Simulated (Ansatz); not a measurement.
Ansatz (an electronic-structure program), DFT, PBEsol, plane waves, its default PAW files: BaSnHgS4, supercell, atoms displaced (from the phase in space group 40, mp-555954) (S8Sn2Ba2Hg2), 14 atoms. Basis and mesh were picked for this test and aren't claimed converged.

| Item | Result |
|---|---|
| cell | 11.09, 6.47, 6.47 Å; 117.2, 90, 90° |
| distance to the nearest atom | 2.36 to 3.25 Å |
| task | single point |
| k mesh | 2×4×4 |
| hamiltonian.xc | pbesol |
| kind of files | paw |
| scf.occupations.method | fermi_dirac |
| scf.occupations.width | 0.05 eV |
| output.forces | true |
| binding of workers (--pin) | off |
| k-point pools (--kpoint-pools) | 1 |
| memory maximum (--max-ram) | 8GiB |
| accuracy | medium (default) |
| basis.precision | auto (default) |
| basis.xc_grid | 2 (default) |
| scf.mixing.algorithm | auto (default) |
| scf.mixing.preconditioner | auto (default) |
| scf.convergence.dr2_threshold | 4.12907e-07 (default) |
| scf.lower_state_search | light (default) |
| k-points after symmetry | 20 |
| bands at the start | 82 |
| electrons | 136 |
| plane waves at Γ | 8125 |
| cutoff (eV) | 420 |
| FFT grid | 75×45×45 |
| symmetry operations | 1 |

One run each.

All on 4 threads. Base settings, kept where nothing else is said: scf.eigensolver.kind = auto (default), scf.eigensolver.mixed_precision = false (default), scf.eigensolver.cushion = auto (default), scf.eigensolver.full_accuracy = false (default), scf.algorithm = auto (default) (scf.eigensolver.max_subspace_factor, scf.eigensolver.real_solve not set). The settings tried:
- scf.eigensolver.real_solve = false
- scf.eigensolver.kind = davidson, scf.eigensolver.mixed_precision = true
- scf.eigensolver.kind = davidson, scf.eigensolver.max_subspace_factor = 2
- scf.eigensolver.full_accuracy = true
- scf.algorithm = direct_min
- scf.eigensolver.kind = davidson
- scf.algorithm = density_mixing
- scf.eigensolver.kind = davidson, scf.eigensolver.max_subspace_factor = 6
- the base settings
- scf.eigensolver.kind = davidson, scf.eigensolver.cushion = true
- scf.eigensolver.mixed_precision = true

Question: Predict which of these converge in the fewest applications of H to a band.

Answer: Fewest applications of H to a band, with those close behind: scf.eigensolver.real_solve = false (27412); the base settings (27520); scf.algorithm = density_mixing (27520). Most among those that reach the base run's result: scf.algorithm = direct_min (104520). All converged.

```
setting                                                                   applications of H to a band  SCF iterations (all cycles of the run, searches included)        end
------------------------------------------------------------------------  ---------------------------  ---------------------------------------------------------  ---------
scf.eigensolver.real_solve = false                                                              27412                                                          7  converged
the base settings                                                                               27520                                                          7  converged
scf.algorithm = density_mixing                                                                  27520                                                          7  converged
scf.eigensolver.kind = davidson, scf.eigensolver.max_subspace_factor = 6                        42016                                                          8  converged
scf.eigensolver.kind = davidson, scf.eigensolver.cushion = true                                 42400                                                          7  converged
scf.eigensolver.kind = davidson                                                                 47253                                                          9  converged
scf.eigensolver.kind = davidson, scf.eigensolver.mixed_precision = true                         47755                                                          9  converged
scf.eigensolver.mixed_precision = true                                                          47755                                                          9  converged
scf.eigensolver.kind = davidson, scf.eigensolver.max_subspace_factor = 2                        52614                                                          8  converged
scf.eigensolver.full_accuracy = true                                                            66042                                                          7  converged
scf.algorithm = direct_min                                                                     104520                                                          7  converged
```

An iteration's cost differs between solvers, so these counts don't give the time.

Keys are those of Ansatz 0.2.
